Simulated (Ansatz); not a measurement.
Consider ScAl₃ in the Cu3Au type structure (space group Pm-3m, No. 221; a = 4.072 Å). Axes: x, y, z lie along the cube axes.

The values are results of Ansatz (an electronic-structure program) PBEsol, no spin-orbit coupling, not measurements.

Before the change:

- Pressure = 0.0 GPa
- Volume per atom = 16.88 Å³

It is then changed as follows: biaxial strain +0.47 %, plane normal [111], relaxed out of plane (Cartesian); in-plane vectors clamped, the third vector and the atoms free.

Problem. How does this affect the pressure?

Solution. The pressure (mean of the normal stresses, compression positive) goes from zero to -0.7 GPa.

Problem. What does the calculation give for the volume per atom after the change?

Solution. The volume per atom goes up by 0.125 Å³, from 16.88 Å³ to 17.00 Å³.

Problem. What does the calculation give for the energy relative to the base after the change?

Solution. The energy grows by 0.5 meV/atom.

Without a gap, meshes like the base's 12×12×12 leave anisotropic stresses uncertain by several tenths of a GPa, and small strain energies with them. No phonon test of stability was made. All final runs are without spin polarisation.
